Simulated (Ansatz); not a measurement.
The reference is SrTiO3 in the cubic perovskite structure (space group Pm-3m, No. 221).

```yaml
crystal:
  lattice:
    - [3.90701, 0.00000, 0.00000]
    - [0.00000, 3.90701, 0.00000]
    - [0.00000, 0.00000, 3.90701]
  atoms:
    - { symbol: Sr, position: [0.00000, 0.00000, 0.00000] }
    - { symbol: Ti, position: [0.50000, 0.50000, 0.50000] }
    - { symbol: O, position: [0.00000, 0.50000, 0.50000] }
    - { symbol: O, position: [0.50000, 0.50000, 0.00000] }
    - { symbol: O, position: [0.50000, 0.00000, 0.50000] }
```

Method: r2SCAN (Ansatz, a first-principles code), scalar-relativistic without spin-orbit coupling.

One change was made to it. Results:

```
quantity                           base     after
-----------------------------  --------  --------
band gap                        2.26 eV   2.37 eV
volume per atom                11.93 Å³  11.37 Å³
width of the top valence band   1.06 eV   1.09 eV
```

**Question.** Which change produced these results?
A. pressure 10 GPa
B. pressure 5 GPa
C. pressure 1.5 GPa

**Answer.** A, pressure 10 GPa. For comparison, the band gap in the other runs: pressure 1.5 GPa gives 2.28 eV; pressure 5 GPa gives 2.32 eV.

Load acts through the strain it causes; cell and atoms are relaxed under it. Whether these cells are dynamically stable was not tested. Competing high-pressure phases were not computed. The final runs are not spin-polarised. Many cubic perovskites are stable only at high temperature; tilts and polar distortions were not tested.
